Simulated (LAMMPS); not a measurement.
Interface speed of CdTe (zinc blende) against its melt at 1220 K on three faces.

Model: classical MD, pair style sw, file CdTe.sw; code LAMMPS.

```
face          speed
----  -------------
001   3.7 ± 0.2 m/s
110   3.7 ± 0.1 m/s
111   2.9 ± 0.2 m/s
```

Caution: the real compound melts congruently only under the pressure of its own vapour and loses its more volatile element when open.

Uncertainties are statistical and leave out the potential's own error.
